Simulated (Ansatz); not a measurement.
## How the elastic constant C12 of wurtzite BN (high-pressure phase) moves with the method

No measured value is used here.

```csv
level (code),value (GPa),cell (Å³/atom)
LDA (Ansatz),…,5.76
PBE (Ansatz),129,5.97
r²SCAN (Ansatz),135,5.90
PBE0 (Ansatz),142,5.83
```

Task: Complete the blanks.

Result: 
- LDA (Ansatz, a program for electronic structure), value (GPa): 147

Each level is taken at its own relaxed cell. Cutoffs and k meshes differ between the levels. Ansatz's density-functional and Hartree–Fock values are scalar-relativistic unless marked +SOC, with PAW data made under PBE.
